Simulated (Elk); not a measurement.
Elk run on WSi₂ (P1, 3 atoms in the cell): self-consistent single point.

Computed with PBE, all-electron FP-LAPW, Elk's shipped species files, LAPW+lo basis (Elk).

The change in words: lattice scaled by 0.98. Reference geometry:
```
WSi2
1.0
   -1.60500     1.60500     3.91500
    1.60500    -1.60500     3.91500
    1.60500     1.60500    -3.91500
Si W
2 1
Direct
  0.66474   0.66077   0.99957
  0.32434   0.33524   0.97244
  0.01092   0.00399   0.02799
```

Reference input (self-consistent single point, DFT, PBE, all-electron FP-LAPW, Elk's shipped species files, LAPW+lo basis): xctype = 20; rgkmax = 7.5; stype = 0; swidth = 0.00499791 Ha; ngridk = 7 7 9; gmaxvr = 14 1/bohr; nxoapwlo = 1; maxscl = 100. This run's input differs from it in these lines:

```diff
@@ -25,5 +25,5 @@
 avec
-   -3.0330104300    3.0330104300    7.3982777779
-    3.0330104300   -3.0330104300    7.3982777779
-    3.0330104300    3.0330104300   -7.3982777779
+   -2.9723502214    2.9723502214    7.2503122224
+    2.9723502214   -2.9723502214    7.2503122224
+    2.9723502214    2.9723502214   -7.2503122224
```

Log, with long lists cut:

```
│ Self-consistent loop started │
│ Loop number : 1 │
 total energy                :     -16746.3364681
│ Loop number : 2 │
 total energy                :     -16746.6239780
RMS change in Kohn-Sham potential (target) :   0.4889192385     (  0.1000000000E-05)
Absolute change in total energy (target)   :   0.2875099242     (  0.1000000000E-03)
│ Loop number : 3 │
 total energy                :     -16745.9296132
RMS change in Kohn-Sham potential (target) :   0.4596880609     (  0.1000000000E-05)
Absolute change in total energy (target)   :   0.6224872822     (  0.1000000000E-03)
│ Loop number : 4 │
   [... lines left out ...]
Absolute change in total energy (target)   :   0.2795532055E-04 (  0.1000000000E-03)
│ Loop number : 13 │
 total energy                :     -16746.4178701
RMS change in Kohn-Sham potential (target) :   0.4668093800E-06 (  0.1000000000E-05)
Absolute change in total energy (target)   :   0.1526644846E-03 (  0.1000000000E-03)
│ Loop number : 14 │
 total energy                :     -16746.4178261
RMS change in Kohn-Sham potential (target) :   0.1063767871E-06 (  0.1000000000E-05)
Absolute change in total energy (target)   :   0.5786550901E-05 (  0.1000000000E-03)
Convergence targets achieved

│ Loop number : 15 │

Energies :
 Fermi                       :     0.527743964748
 total energy                :     -16746.4178306

Density of states at Fermi energy :    5.061328212
 (states/Hartree/unit cell)

Estimated indirect band gap :   0.2512541135E-02
 from k-point    360 to k-point    311
Estimated direct band gap   :   0.6860095098E-02
 at k-point    229

Charges :
 core                        :    66.00000000
 valence                     :    36.00000000
 interstitial                :    5.985276012
 muffin-tins (core leakage)
  species :    1 (Si)
   atom    1                 :    11.76628584     (  0.4350641102E-02)
   atom    2                 :    11.80646113     (  0.4386312511E-02)
  species :    2 (W)
   atom    1                 :    72.44197702     (  0.9434238422E-06)
 total in muffin-tins        :    96.01472399
 total calculated charge     :    101.9849184
 total charge                :    102.0000000
 error                       :   0.1508156955E-01

│ Self-consistent loop stopped │
```

The run converged in 15 iterations. The count includes the last loop, which Elk runs after its targets are met. 

The starting cell has typed, rounded lattice constants, without a prior relaxation at this level. Its atoms were displaced at random from the sites of space group no. 139. For this run, on top of that: lattice scaled by 0.98. Spin-orbit coupling is off. Spin polarisation is off. Values depend on the basis (sphere radii, cutoffs, local orbitals), which need not be converged. The log's line on a gap gives a spacing of levels on this mesh, which the program prints for metals too.

Cost on one core of a shared machine: roughly 4 min.
